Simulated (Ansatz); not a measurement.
Data:

Host crystal: anatase TiO2, with a band gap (PBE, scalar-relativistic without spin-orbit coupling).

End structure of CO on the 1x1 (101) surface of anatase TiO2 (cut with top plane O), one in a 2x1 cell, started at the site 'top O #2':

```yaml
crystal:
  lattice:
    - [7.59752, 0.00000, 0.00000]
    - [1.89938, 5.20899, 0.00000]
    - [0.00000, 0.00000, 28.50000]
  atoms:
    - { symbol: O, position: [0.14089, 0.43645, 0.33526] }
    - { symbol: O, position: [0.64089, 0.43645, 0.33526] }
    - { symbol: Ti, position: [0.06428, 0.74287, 0.36727] }
    - { symbol: Ti, position: [0.56428, 0.74287, 0.36727] }
    - { symbol: O, position: [0.28898, 0.84409, 0.35911] }
    - { symbol: O, position: [0.78898, 0.84409, 0.35911] }
    - { symbol: O, position: [0.46828, 0.12690, 0.38395] }
    - { symbol: O, position: [0.96828, 0.12690, 0.38395] }
    - { symbol: Ti, position: [0.19890, 0.20438, 0.38398] }
    - { symbol: Ti, position: [0.69890, 0.20438, 0.38398] }
    - { symbol: O, position: [0.11103, 0.55589, 0.41952] }
    - { symbol: O, position: [0.61103, 0.55589, 0.41952] }
    - { symbol: O, position: [0.21927, 0.12291, 0.45736] }
    - { symbol: O, position: [0.71927, 0.12291, 0.45736] }
    - { symbol: Ti, position: [0.13561, 0.45865, 0.48943] }
    - { symbol: Ti, position: [0.63450, 0.46058, 0.48967] }
    - { symbol: O, position: [0.36487, 0.53998, 0.49129] }
    - { symbol: O, position: [0.86487, 0.54099, 0.49096] }
    - { symbol: O, position: [0.04265, 0.83065, 0.50881] }
    - { symbol: O, position: [0.54208, 0.83037, 0.50892] }
    - { symbol: Ti, position: [0.27203, 0.91050, 0.51093] }
    - { symbol: Ti, position: [0.77284, 0.91026, 0.50997] }
    - { symbol: O, position: [0.18767, 0.24814, 0.54250] }
    - { symbol: O, position: [0.68802, 0.24909, 0.54247] }
    - { symbol: O, position: [0.29563, 0.81673, 0.58159] }
    - { symbol: O, position: [0.79551, 0.81864, 0.57996] }
    - { symbol: Ti, position: [0.20783, 0.16857, 0.61521] }
    - { symbol: Ti, position: [0.70713, 0.17147, 0.61505] }
    - { symbol: O, position: [0.43734, 0.25066, 0.61554] }
    - { symbol: O, position: [0.93815, 0.24755, 0.61552] }
    - { symbol: O, position: [0.11508, 0.53225, 0.64045] }
    - { symbol: O, position: [0.61928, 0.53037, 0.64055] }
    - { symbol: Ti, position: [0.34196, 0.63055, 0.63529] }
    - { symbol: Ti, position: [0.84230, 0.63233, 0.63218] }
    - { symbol: O, position: [0.26496, 0.94644, 0.66535] }
    - { symbol: O, position: [0.76369, 0.93967, 0.66427] }
    - { symbol: C, position: [0.38466, 0.45767, 0.71841] }
    - { symbol: O, position: [0.39960, 0.39516, 0.75644] }
```

Model: 38-atom slab, 9.4 Å thick at the start under the adsorbate (thin: gaps and levels are the slab's own), 2x3x1 mesh, Fermi-Dirac 0.01 eV, dipole correction, single point; no symmetry held, on the structure that PBE left; no spin, no spin-orbit, no U, no dispersion correction. At the end it is bonded to Ti. In PBE it is, or lies within 0.03 eV of, the lowest of the starts that converged; the order may differ at this level.

A negative adsorption energy means that the adsorbate is more stable on the surface than in its reference.

What is the computed change of the step from the bottom to the top vacuum level, against the clean slab (HSE06, at the PBE geometry run with Ansatz, a first-principles code)?

-0.65 eV

What gap of the slab on its k-mesh does HSE06, at the PBE geometry give?

4.02 eV

What is the computed highest filled level below the top vacuum level (HSE06, at the PBE geometry)?

7.92 eV

What is the computed adsorption energy against CO(g) at the same level (HSE06, at the PBE geometry)?

-6.0 kcal/mol
